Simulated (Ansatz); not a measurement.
Base system: Se (space group P3_121, No. 152; made of chains).

```
Se
1.0
    4.50569     0.00000     0.00000
   -2.25284     3.90204     0.00000
    0.00000     0.00000     4.99129
Se
3
Cartesian
  0.97812   0.00000   4.15941
 -0.48906   0.84708   0.83188
  1.76378   3.05496   2.49565
```

Calculations: Ansatz (a program for electronic structure) r2SCAN, spin-orbit coupling left out.

One change was made to it. Results:

```json
[
 {"quantity": "gap character", "base": "indirect, L → H", "after": "indirect, L → H"},
 {"quantity": "smallest direct gap", "base": "1.54 eV", "after": "1.45 eV"},
 {"quantity": "density", "base": "4.48 g/cm³", "after": "4.62 g/cm³"}
]
```

**Question.** Which of these changes matches the shifts?
A) pressure 0.7 GPa
B) pressure 3 GPa
C) pressure 0.3 GPa
D) pressure 5 GPa
E) pressure 7.5 GPa

**Answer.** C, pressure 0.3 GPa. For comparison, the smallest direct gap in the other runs: pressure 5 GPa gives 0.66 eV; pressure 3 GPa gives 0.91 eV; pressure 7.5 GPa gives 0.45 eV; pressure 0.7 GPa gives 1.35 eV.

Load acts through the strain it causes; cell and atoms are relaxed under it. Stability against distortions was not tested. No other phases were tried under pressure. No dispersion term is included, though the crystal is made of layers, chains or molecules, so its spacings can come out too wide.
